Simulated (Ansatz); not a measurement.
Start from AuCl in the CsCl type structure (space group Pm-3m, No. 221; a = 3.422 Å; a hypothetical phase, not in the database extracts checked).

(Cell as relaxed with PBE.)

Levels (all Ansatz, a quantum-chemistry and plane-wave program, PAW): PBE (420 eV, spin-orbit coupling left out); r2SCAN (500 eV, no spin-orbit coupling).

Each level relaxes its own structure.

```csv
base,PBE,r2SCAN
volume per atom,20.04 Å³,19.62 Å³
lattice parameter a,6.467 bohr,6.421 bohr
band gap,zero,zero
```

Perturbation: a hydrostatic pressure of 75 GPa.

```
quantity              PBE  r2SCAN
---------------  --------  ------
volume per atom  13.27 Å³       ?
band gap             zero       ?
```

Predict the r2SCAN column.


- volume per atom, r2SCAN: 13.26 Å³
- band gap, r2SCAN: zero

The two agree on the band gap. Neither level is exact; r2SCAN is the comparison here, not a measurement.

Load acts through the strain it causes; cell and atoms are relaxed under it. Whether these cells are dynamically stable was not tested. No other phases were tried under pressure. No Hubbard U is applied, and correlation can decide whether such a compound is a metal. The final runs are not spin-polarised. The zero or small gap of AuCl can change with the level of theory.
